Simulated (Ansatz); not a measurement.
Data:

Host crystal: wurtzite ZnO, with a band gap (PBE, scalar-relativistic without spin-orbit coupling).

End structure of OH on the 1x1 (10-10) surface of wurtzite ZnO (cut with top plane O + Zn), one in a 1x1 cell, started at the site 'top Zn':

```
CELL_PARAMETERS angstrom
      3.27949     0.00000     0.00000
      0.00000     5.29379     0.00000
      0.00000     0.00000    28.50000
ATOMIC_POSITIONS crystal
  O  0.50000 0.37743 0.33452
  Zn 0.50000 0.03125 0.34633
  O  0.00000 0.87215 0.36753
  Zn 0.00000 0.49479 0.36289
  O  0.00000 0.37176 0.43285
  Zn 0.00000 0.99599 0.43628
  O  0.50000 0.87015 0.46746
  Zn 0.50000 0.49048 0.46515
  O  0.49937 0.37126 0.53206
  Zn 0.50114 0.99320 0.53455
  O  0.00106 0.86877 0.56577
  Zn 0.99944 0.49005 0.56621
  O  0.99717 0.35871 0.63117
  Zn 0.00681 0.98260 0.63470
  O  0.50689 0.83464 0.65944
  Zn 0.50074 0.47509 0.66787
  O  0.43604 0.25036 0.71932
  H  0.70010 0.20040 0.73227
```

Slab: 18 atoms, 9.4 Å thick at the start under the adsorbate (thin: gaps and levels are the slab's own); k 6x4x1, smearing 0.01 eV, dipole-corrected; 8 atoms held, the rest relaxed; no symmetry held; spin-polarised, ending with about 0.9 μB a cell, a value that depends on the mesh; orders that need a larger cell were not tried, no spin-orbit, no U, no dispersion correction. The slab shows no gap over 0.04 eV on its mesh. At the end it is bonded to Zn. In PBE it is, or lies within 0.03 eV of, the lowest of the starts that converged.

A negative adsorption energy means that the adsorbate is more stable on the surface than in its reference.

Q: Give the work function of the top face at the level PBE in Ansatz (a first-principles code).

A: 6.68 eV

Q: Predict the adsorption energy against H2O(g) − ½ H2(g) from PBE.

A: 1.55 eV

Q: What change of the step from the bottom to the top vacuum level, against the clean slab does PBE give?

A: 0.91 eV
